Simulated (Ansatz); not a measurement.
# SrTiO3, response to strain

Consider SrTiO$_{3}$ in the cubic perovskite structure (space group Pm-3m, No. 221; a = 3.891 Å). Axes: x, y, z lie along the cube axes.

Strains are applied to the cell and any free atomic positions relax.

Computed with DFT with PBEsol, PAW potentials and a 420 eV plane-wave cutoff in Ansatz (a first-principles code), no spin-orbit coupling.

Notes on the quantities. energy relative to the base: free energy F; pressure: mean of the normal stresses, compression positive.

```csv
variant,smallest direct gap,volume per atom,band gap,energy relative to the base,pressure
base,2.19 eV,11.78 Å³,1.85 eV,0 meV/atom,-0.01 GPa
uniaxial strain ε_zz = +0.60 %,2.18 eV,11.85 Å³,1.83 eV,+0.4 meV/atom,-1.09 GPa
uniaxial strain ε_zz = +1.80 %,2.16 eV,12.00 Å³,1.78 eV,+3.9 meV/atom,-3.11 GPa
uniaxial strain ε_zz = +2.40 %,[?],12.07 Å³,[?],[?],[?]
uniaxial strain ε_zz = +3.00 %,2.14 eV,12.14 Å³,1.74 eV,+10 meV/atom,-4.92 GPa
```

**Question.** Some entries are withheld; estimate them.

**Answer.** 
- uniaxial strain ε_zz = +2.40 %, smallest direct gap: 2.15 eV
- uniaxial strain ε_zz = +2.40 %, band gap: 1.76 eV
- uniaxial strain ε_zz = +2.40 %, energy relative to the base: +6.8 meV/atom
- uniaxial strain ε_zz = +2.40 %, pressure: -4.04 GPa

No phonon test of stability was made. The final runs are not spin-polarised. Many cubic perovskites are stable only at high temperature; tilts and polar distortions were not tested.
